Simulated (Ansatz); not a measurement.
## Response to strain in NaF

Start from NaF in the rock salt structure (space group Fm-3m, No. 225; a = 4.6291 Å). Axes: x, y, z lie along the cube axes.

Strains are applied to the cell and any free atomic positions relax.

Computed with PBEsol (Ansatz, an electronic-structure program, PAW, no spin-orbit coupling).

Candidates:
(a) uniaxial strain ε_zz = +1.50 %
(b) uniaxial strain ε_zz = −3.00 %
(c) uniaxial strain ε_zz = −1.00 %
(d) uniaxial strain ε_zz = +2.00 %
(e) uniaxial strain ε_zz = −0.50 %

For the base:

```
Item       Result
--------  -------
Band gap  6.20 eV
```

### Question
Order them by band gap, lowest first.

### Answer
(d) uniaxial strain ε_zz = +2.00 % (6.09 eV), (a) uniaxial strain ε_zz = +1.50 % (6.12 eV), (e) uniaxial strain ε_zz = −0.50 % (6.22 eV), (c) uniaxial strain ε_zz = −1.00 % (6.25 eV), (b) uniaxial strain ε_zz = −3.00 % (6.36 eV)

Whether these cells are dynamically stable was not tested.
